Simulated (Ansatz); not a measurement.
# What biaxial strain −2.50 %, plane normal [111], relaxed out of plane does to Au

Base system: Au in the fcc (Cu type) structure (space group Fm-3m, No. 225; a = 4.1245 Å; relaxed with 0.1 eV smearing). Axes: x, y, z lie along the cube axes.

One thing is altered: compressive biaxial strain of 2.50 % in the plane normal to [111], as in epitaxy on a mismatched substrate; the out-of-plane cell vector and the atoms relax.

Calculations: Ansatz (a program for electronic structure), r2SCAN, PAW, cutoff 500 eV, scalar-relativistic without spin-orbit coupling. Γ-centred 27×27×27 mesh, Fermi–Dirac width 0.1 eV.

```tsv
quantity	base	changed	shift
volume per atom	17.54 Å³	17.31 Å³	-0.23 Å³
space group	Fm-3m (No. 225)	R-3m (No. 166)	–
shortest interatomic distance	2.916 Å	2.844 Å	-0.0729 Å
energy relative to the base (free energy F)	0 meV/atom	+9.8 meV/atom	+9.8 meV/atom
pressure (mean of the normal stresses, compression positive)	0.0 GPa	2.9 GPa	+2.9 GPa
band gap	zero	zero	–
out-of-plane strain	–	+3.80 %	–
ratio −ε⊥/ε∥	–	1.52	–
mean in-plane stress (compression positive)	–	+4.3 GPa	–
```

No phonon test of stability was made.
